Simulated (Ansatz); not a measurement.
For Ta$_{3}$Os (Fm-3m), PBEsol, DFPT electron-phonon coupling, linearised Boltzmann equation (Ansatz, an electronic-structure program) gives a transport coupling λ_tr = 0.215 and a Drude plasma energy ħω_p = 6.13 eV.

Question: Estimate the resistivity at 300 K from the high-temperature formula ρ = 2π λ_tr k_B T / (ħ ε₀ ω_p²), and say how the full Boltzmann solution compares.

Answer: The scattering rate is 1/τ = 2π λ_tr k_B T/ħ = 5.31e13 s⁻¹ and ω_p = 9.31e15 s⁻¹, so ρ ≈ 6.91 μΩ·cm. The Boltzmann solution gives 6.59 μΩ·cm, 0.95 times the estimate.

A metal at this level (no band gap). Only scattering by harmonic phonons is included (no impurities, grain boundaries, electron-electron scattering or thermal expansion). Spin-orbit coupling is left out, which matters with elements this heavy. Halving the electron mesh (24x24x24) moves the resistivity by up to 3 % at 300 K, the coupling by up to 1 %. Smearing 0.20 eV; phonons on a 4x4x4 q mesh, which this run doesn't test.

Computed structure, not matched to a measured one here, so possibly hypothetical: Ta3Os (Fm-3m).
